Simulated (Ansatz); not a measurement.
## Y in the hcp (Mg type) structure (space group P6_3/mmc, No. 194)

Space group P6₃/mmc (No. 194); a = 3.6560 Å, b = 3.6560 Å, c = 5.6783 Å, α = 90.00°, β = 90.00°, γ = 120.00°

```csv
atom,site,symmetry,x,y,z
Y,2d,-6m2,0.6667,0.3333,0.2500
```

Method: DFT with PBE, PAW potentials and a 420 eV plane-wave cutoff in Ansatz (a program for electronic structure), spin-orbit coupling left out. k-mesh 15×15×8 (Γ-centred); smearing 0.05 eV (Fermi–Dirac).

```json
{
 "volume_per_atom": "32.87 Å³",
 "density": "4.49 g/cm³",
 "band_gap": "zero",
 "total_energy": "-3848.669 eV/atom (σ→0; compares only within this code and set-up)"
}
```

No phonon test of stability was made. The final runs are not spin-polarised.
